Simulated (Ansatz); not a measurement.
Base system: ZnS (space group P4_2/mnm, No. 136; a = 6.518 Å, c = 3.808 Å; a hypothetical phase, not in the database extracts checked). Axes: x, y, z lie along a, b, c of the conventional cell.

It is then changed as follows: tensile biaxial strain of 1.19 % in the plane normal to [001], as in epitaxy on a mismatched substrate; the out-of-plane cell vector and the atoms relax.

Levels (all Ansatz, a quantum-chemistry and plane-wave program, PAW): PBEsol (420 eV, no spin-orbit coupling); r2SCAN (500 eV, no spin-orbit coupling); HSE06 (420 eV, without spin-orbit coupling).

One geometry, relaxed with PBEsol, under each level:

```csv
level,band gap,lowest conduction level above the VBM at special points,pressure
PBEsol,2.14 eV,Γ 2.14 eV; A 3.00 eV; X 3.54 eV; R 3.72 eV,-0.83 GPa
r2SCAN,2.82 eV,Γ 2.82 eV; A 3.55 eV; X 4.15 eV; R 4.22 eV,0.45 GPa
HSE06,?,?,–
```

**Question.** Give the withheld HSE06 results.

**Answer.** 
- HSE06, band gap: 3.51 eV
- HSE06, lowest conduction level above the VBM at special points: Γ 3.51 eV; A 4.30 eV; X 4.93 eV

Single points use the geometry relaxed with PBEsol. Their cutoffs differ, which shifts pressures a little. Whether these cells are dynamically stable was not tested.
